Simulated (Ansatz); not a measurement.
The starting structures come from a database of crystals and need not be the phases stable at ambient conditions.

 Where the default PAW files enter, the runs use the earlier of Ansatz's two default sets.

By PBEsol, the system below comes out a metal.

The ballistic (Sharvin) conductance counts the channels at the Fermi level: G/A = (e²/h) × channels of both spins per area.

Here is the system:

```xyz
5
Lattice="3.9695 0.0000 0.0000 0.0000 5.0621 0.0000 1.9847 0.0000 3.4377" Properties=species:S:1:pos:R:3 pbc="T T T"
Si     1.9847     4.0542     1.1459
Si     3.9695     1.0079     2.2918
Rh     1.9847     1.6521     1.1459
Rh     3.9695     3.4100     2.2918
Rh     0.0000     0.0000     0.0000
```

Space group of this cell: P-3m1. The cell is taken as given; by PBEsol its mean pressure is -2.4 GPa.

The current flows along the normal of the first two printed cell vectors, the (100) plane of the conventional cell. No spin-orbit coupling; the value is a mean over 0.1 eV about the Fermi level.

Question: Give the ballistic conductance per area that PBEsol (Ansatz, a first-principles code) yields.

Answer: 0.57 × 10¹⁵ S/m² for both spins.
